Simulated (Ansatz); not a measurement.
Start from GaCuSe2 in the chalcopyrite structure (space group I-42d, No. 122; a = 5.570 Å, c = 11.075 Å). Axes: x, y, z lie along a, b, c of the conventional cell.

Level of theory: plane-wave PAW DFT at the PBEsol level (Ansatz, an electronic-structure program, 420 eV), no spin-orbit coupling.

Base values:

The volume per atom comes out as 21.47 Å³ and the valence-band top at Γ comes out as 0.00, -0.09, -0.09 eV.

Now apply this change: compressive biaxial strain of 0.75 % in the plane normal to [001], as in epitaxy on a mismatched substrate; the out-of-plane cell vector and the atoms relax.

### Question
How does this affect the volume per atom, in-plane stress and valence-band top at Γ?

### Answer
The volume per atom shrinks by 0.13 Å³ (21.47 Å³ → 21.34 Å³); the mean in-plane stress (compression positive) amounts to +0.6 GPa; the valence-band top at Γ (three highest levels, from the VBM) goes from 0.00, -0.09, -0.09 eV to 0.00, -0.05, -0.05 eV.

The levels and masses belong to the bands next to the band gap. Stability against distortions was not tested. All final runs are without spin polarisation.
